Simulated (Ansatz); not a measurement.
Base system: InP in the CsCl type structure (space group Pm-3m, No. 221; a hypothetical phase, not in the database extracts checked; relaxed with 0.1 eV smearing).

```
InP
1.0
    3.38801     0.00000     0.00000
    0.00000     3.38801     0.00000
    0.00000     0.00000     3.38801
In P
1 1
Direct
  0.00000   0.00000   0.00000
  0.50000   0.50000   0.50000
```

Cartesian axes are those of the cell as printed.

Level of theory: PBEsol (Ansatz, a quantum-chemistry and plane-wave program, PAW, no spin-orbit coupling).

Strains are applied to the cell and any free atomic positions relax; under biaxial strain the out-of-plane vector relaxes too; under stress the whole cell relaxes.

One change was made to it. Results:

| quantity | base | after |
|---|---|---|
| shortest interatomic distance | 5.545 bohr | 5.551 bohr |
| energy relative to the base (free energy F) | 0 meV/atom | +0.5 meV/atom |

**Question.** What was done to the base?
(A) biaxial strain +1.64 %, plane normal [111], relaxed out of plane
(B) uniaxial strain ε_zz = −2.58 %
(C) uniaxial stress, 0.5 GPa tension along z

**Answer.** C, uniaxial stress, 0.5 GPa tension along z. For comparison, the energy relative to the base in the other runs: biaxial strain +1.64 %, plane normal [111], relaxed out of plane gives +2.2 meV/atom; uniaxial strain ε_zz = −2.58 % gives +3.5 meV/atom.

Beyond what the load breaks, stability against distortions was not tested. All final runs are without spin polarisation.
